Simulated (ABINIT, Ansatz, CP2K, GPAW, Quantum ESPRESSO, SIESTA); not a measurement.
Cd (P6_3/mmc, 4 atoms in the cell) computed with different codes at matched settings

Self-consistent single point.

```xyz
4
Lattice="3.1887 0.0000 0.0000 -1.5944 2.7615 0.0000 0.0000 0.0000 10.2597" Properties=species:S:1:pos:R:3 pbc="T T T"
Cd     0.0000     0.0000     0.0000
Cd     0.0000     0.0000     5.1298
Cd     0.0000     1.8410     2.5649
Cd     1.5944     0.9205     7.6948
```

All programs got the same cell, k-point mesh and kind of occupations (in Ansatz's words: kpoints.mp_grid.grid = 8 8 3; scf.occupations.method = gaussian; scf.occupations.width = 0.0073 Ry); potentials, basis and cutoffs are each program's usual ones.

```csv
code,model,pressure (GPa),k-points,cutoff
SIESTA,"GGA PBE, numerical atomic orbitals TZP, PseudoDojo PBE standard norm-conserving potentials (rewritten from UPF to PSML)",-2.36,110,grid 300 Ry
GPAW,"PBE, GPAW PAW datasets PBE (gpaw-data 1.0.1)",-0.62,20,550 eV
Ansatz,"PBE, default PAW files",-0.09,20,default
ABINIT,"PBE, PAW (JTH v2.0 PBE PAW)",-0.17,20,20 Ha
Quantum ESPRESSO,"PBE, GBRV 1.5 ultrasoft (PBE) pseudopotentials",-0.35,20,40 Ry
CP2K,"PBE, GPW, DZVP-MOLOPT-SR-GTH basis, GTH-PBE potentials (GTH_POTENTIALS)",0.68,98,grid 500 Ry
```

The spread over the programs that give each value: pressure within 3.04 GPa.

The starting cell was generated: these elements placed on a structure prototype, without a prior relaxation; it need not be a known phase or ordering of this composition. Its lattice was rescaled by a random factor within 2.5 % of one.

Q: Why do the programs differ, and what cannot be compared?

A: Differences of this kind can come from the potentials, where these differ, and from what each basis and cutoff leave unconverged. The valence holds different numbers of electrons (SIESTA 80, GPAW 48, Ansatz (a first-principles code) 80, ABINIT 48, Quantum ESPRESSO 48, CP2K 48). The zero of total energies and Fermi levels follows the potentials and each program's conventions, so they are not compared here. SIESTA and CP2K use small atom-centred bases, whose incompleteness enters pressures, forces and empty levels differently from a plane-wave cutoff. Ansatz's pressure is given at a fixed set of plane waves, as the other plane-wave codes print theirs; with its correction for the finite basis it is -0.03 GPa. Ansatz's smearing width was typed in Ry to four decimals, so it matches the others to a few per cent. The programs reduce the same mesh by symmetry to different extents, which changes the work and not the result. In the pressure, SIESTA (by 2.10) lies more than 1 GPa from the median of the plane-wave programs.

Left out of this page: Elk (not drawn, or without a comparable value); FLEUR (with a known weakness of the program).

Keys are those of Ansatz 0.2.
